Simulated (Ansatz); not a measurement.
Take WSi$_{2}$ (space group I4/mmm, No. 139; a = 3.185 Å, c = 7.773 Å; relaxed with 0.1 eV smearing) as the base. Axes: x, y, z lie along a, b, c of the conventional cell.

All numbers come from LDA (Ansatz, a first-principles code), without spin-orbit coupling.

Before the change:

The pressure is 0.0 GPa and the shortest interatomic distance comes out as 2.571 Å.

One thing is altered: tensile biaxial strain of 1.50 % in the plane normal to [001], as in epitaxy on a mismatched substrate; the out-of-plane cell vector and the atoms relax.

**Question.** What does the calculation give for the pressure after the change?

**Answer.** The pressure (mean of the normal stresses, compression positive) goes from zero to -5.1 GPa.

**Question.** What happens to the shortest interatomic distance?

**Answer.** The shortest interatomic distance shrinks by 0.0184 Å to 2.552 Å.

Stability against distortions was not tested. The final runs are not spin-polarised.
